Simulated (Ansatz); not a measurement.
## HfN in the rock salt structure (space group Fm-3m, No. 225)

```xyz
2
Lattice="0.0000 2.2627 2.2627 2.2627 0.0000 2.2627 2.2627 2.2627 0.0000" Properties=species:S:1:pos:R:3 pbc="T T T"
Hf     0.0000     0.0000     0.0000
N      2.2627     2.2627     2.2627
```

Calculations: plane-wave PAW DFT at the r2SCAN level (Ansatz, a quantum-chemistry and plane-wave program, 500 eV), no spin-orbit coupling. Settings: 18×18×18 k-points, 0.05 eV Fermi–Dirac smearing.

```json
{
 "volume_per_atom": "11.59 Å³",
 "density": "13.80 g/cm³",
 "band_gap": "zero",
 "total_energy": "-8060.816 eV/atom (σ→0; compares only within this code and set-up)"
}
```

Stability against distortions was not tested. All final runs are without spin polarisation. An odd electron count without spin: HfN.
